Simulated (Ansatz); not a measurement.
GaP in the zinc blende structure, quasi-harmonic lattice dynamics with LDA density-functional theory in Ansatz (plane waves, PAW). Dynamical quadrupoles are not included in the interpolation of the phonons between the solved wave vectors.

```tsv
T (K)	α_L (10⁻⁶/K)	C_P (J/mol/K)	bulk modulus B_T (GPa)	γ
150	2.7	[?]	88.1	0.53
550	6.1	48.2	84.2	0.77
650	6.4	48.9	83.2	0.78
700	6.4	49.1	82.6	0.79
750	6.5	49.3	82.1	0.79
850	6.7	49.7	[?]	0.80
900	6.8	49.8	80.5	0.80
950	6.8	50.0	80.0	0.80
```

Task: What belongs in the gaps?

Result: 
- 150, C_P (J/mol/K): 31.4
- 850, bulk modulus B_T (GPa): 81.1

No phase change or melting is allowed for: the numbers belong to this structure as given.

The PAW data sets were generated under PBE and serve the other functionals too.

Ansatz is a program for electronic structure.
